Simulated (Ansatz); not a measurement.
The parent structure is Pd in the fcc (Cu type) structure (space group Fm-3m, No. 225; a = 3.945 Å; relaxed with 0.1 eV smearing). Axes: x, y, z lie along the cube axes.

Method: PBE in Ansatz (plane waves to 420 eV, PAW, no spin-orbit coupling), earlier PAW set.

The change: an isotropic linear strain of −2.55 %; the atoms relax in the strained cell.

Predict the stress tensor and what it implies for the stiffness.

Stress of the strained cell less that of the base (GPa, compression positive):
```
   16.0     0.0     0.0
    0.0    16.0     0.0
    0.0     0.0    16.0
```

Then B = −ΔP/(ΔV/V₀) with ΔV/V₀ = -0.0746 gives secant stiffness values (nonlinear terms included at this strain): B ≈ 214 GPa.

As a check, the harmonic strain energy −½ V₀ Δσ:ε is 59 meV/atom; the computed energy rise is 53 meV/atom.

Whether these cells are dynamically stable was not tested. All final runs are without spin polarisation.

Ansatz is a first-principles code.
